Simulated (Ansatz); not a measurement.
The parent structure is BaF$_{2}$ in the fluorite structure (space group Fm-3m, No. 225; a = 6.137 Å). Axes: x, y, z lie along the cube axes.

The values are results of PBEsol (Ansatz, a quantum-chemistry and plane-wave program), no SOC, not measurements.

Free-standing slabs (3 atom(s) a layer) normal to [111] with 15 Å of vacuum; in-plane cell held at bulk.

One change was made to it. Results:

The gap character comes out as direct at Γ; the band gap falls by 0.95 eV, from 6.83 eV to 5.88 eV.

Name the change that was made.
(A) 1 layer
(B) 5 layers
(C) 6 layers

A, 1 layer. For comparison, the band gap in the other runs: 5 layers gives 6.36 eV; 6 layers gives 6.37 eV.

Stability against distortions was not tested. k-point labels follow each cell's own Brillouin zone.
